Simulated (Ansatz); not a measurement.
InP, response to strain

Start from InP in the wurtzite structure (space group P6_3mc, No. 186; a model cell, its experimental status unchecked).

```xyz
4
Lattice="4.1487 0.0000 0.0000 -2.0743 3.5928 0.0000 0.0000 0.0000 6.8100" Properties=species:S:1:pos:R:3 pbc="T T T"
In     2.0743     1.1976     6.8093
In     0.0000     2.3952     3.4042
P      2.0743     1.1976     4.2584
P      0.0000     2.3952     0.8534
```

Cartesian axes are those of the cell as printed.

Strains are applied to the cell and any free atomic positions relax; under biaxial strain the out-of-plane vector relaxes too.

Calculations: plane-wave PAW DFT at the PBEsol level (Ansatz, a first-principles code, 420 eV), no spin-orbit coupling.

| biaxial strain, plane normal [001], relaxed out of plane (%) | band gap (eV) |
|---|---|
| 0 | 0.64 |
| 0.69 | ? |
| 3.58 | 0.30 |
| 3.61 | 0.30 |

Problem. Fit E_g = E₀ + Dε (ε in %) to the rows shown and predict the withheld row.

Solution. Least squares on the printed values gives E₀ = 0.64 eV, D = -94.6 meV per % of strain (largest residual 0.00 eV); this predicts 0.57 eV, and the run gives 0.61 eV, 0.04 higher.

Stability against distortions was not tested. This is not the structure that InP has at room temperature and ambient pressure. A zero or small gap of InP under biaxial strain +3.58 %, plane normal [001], relaxed out of plane and InP under biaxial strain +3.61 %, plane normal [001], relaxed out of plane can be the functional's error rather than a property of the material.
